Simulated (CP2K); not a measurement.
Band structure of ReCl6 (R-3, 7 atoms in the cell).

```yaml
crystal:
  lattice:
    - [6.57376, 0.00000, 0.00000]
    - [3.74683, 5.40144, 0.00000]
    - [3.74683, 1.96096, 5.03291]
  atoms:
    - { symbol: Re, position: [0.00000, 0.00000, 0.00000], spin: 1.0 }
    - { symbol: Cl, position: [0.61790, 0.23109, 0.91394] }
    - { symbol: Cl, position: [0.38210, 0.76891, 0.08606] }
    - { symbol: Cl, position: [0.91394, 0.61790, 0.23109] }
    - { symbol: Cl, position: [0.08606, 0.38210, 0.76891] }
    - { symbol: Cl, position: [0.23109, 0.91394, 0.61790] }
    - { symbol: Cl, position: [0.76891, 0.08606, 0.38210] }
```
(The spins are starting values, not results.)

Computed with CP2K with PBEsol, GPW, DZVP-MOLOPT-SR-GTH basis, GTH-PBE potentials (GTH_POTENTIALS).

Settings: UKS = T; CUTOFF = 500 Ry; REL_CUTOFF = 60 Ry; SMEAR/METHOD = GAUSSIAN; SIGMA = 0.1 eV; KPOINTS/SCHEME = MONKHORST-PACK 3 3 3; XC_FUNCTIONAL = PBE:PBESOL; Re/BASIS_SET = DZVP-MOLOPT-SR-GTH; Re/POTENTIAL = GTH-PBE-q15; Cl/BASIS_SET = DZVP-MOLOPT-SR-GTH; Cl/POTENTIAL = GTH-PBE-q7; MULTIPLICITY = 2; METHOD = GPW; EPS_DEFAULT = 1e-10.

The starting cell comes from a database of computed structures (which also holds hypothetical and non-ambient phases and stackings), without a prior relaxation at this level. Spin-orbit coupling is off. With one magnetic atom in the cell only a parallel order is possible. Values carry the incompleteness of an atom-centred basis. The potentials were made for another functional than the one used.

Levels in eV from the Fermi level, bands 26 to 31 of the first spin channel:
```json
[
 {"point": "Γ", "26": "-1.26", "27": "-1.26", "28": "-1.18", "29": "-0.35", "30": "0.08", "31": "0.08"},
 {"point": "L", "26": "-1.37", "27": "-1.36", "28": "-1.23", "29": "-0.28", "30": "0.02", "31": "0.48"},
 {"point": "Z", "26": "-1.38", "27": "-1.35", "28": "-1.35", "29": "0.03", "30": "0.24", "31": "0.24"},
 {"point": "F", "26": "-1.47", "27": "-1.35", "28": "-1.11", "29": "-0.24", "30": "0.14", "31": "0.53"},
 {"point": "P1", "26": "-1.39", "27": "-1.32", "28": "-1.17", "29": "-0.14", "30": "0.28", "31": "0.44"},
 {"point": "P", "26": "-1.39", "27": "-1.32", "28": "-1.17", "29": "-0.14", "30": "0.28", "31": "0.44"}
]
```

Bands cross the Fermi level along this path, so the cell is metallic at this level.

Higher empty bands are left out: an atom-centred basis made for the valence describes them poorly.

The net moment of the cell came out as 1.00 μB.
